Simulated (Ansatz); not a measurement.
```
MgO
1.0
    0.00000     2.10085     2.13434
    2.10085     0.00000     2.13434
    2.10085     2.10085     0.00000
Mg O
1 1
Cartesian
  0.00000   0.00000   0.00000
  2.10085   2.10085   2.13434
```

Method: r2SCAN, rigid bands (plane waves, PAW, scalar-relativistic; Ansatz, a first-principles code). Condition of this run: uniaxial stress along [001] of -3 GPa (compression positive) (the target of the relaxation). Cell: cell and atoms relaxed with PBEsol, then loaded as said.

### Question
Predict the hole conductivity mass (n e² τ/σ) at 300 K, by direction if it differs.

### Answer
2.2 mₑ.

### Question
Predict the electron conductivity mass (n e² τ/σ) at 300 K, by direction if it differs.

### Answer
0.37 (x), 0.37 (y), 0.36 (z) mₑ.

### Question
And the band gap?

### Answer
5.52 eV at this level; semilocal functionals usually fall short of the measured gap.

Rigid bands, one relaxation time for all states, no polarons. Spin-orbit coupling is left out. Geometry: cell and atoms relaxed with PBEsol.
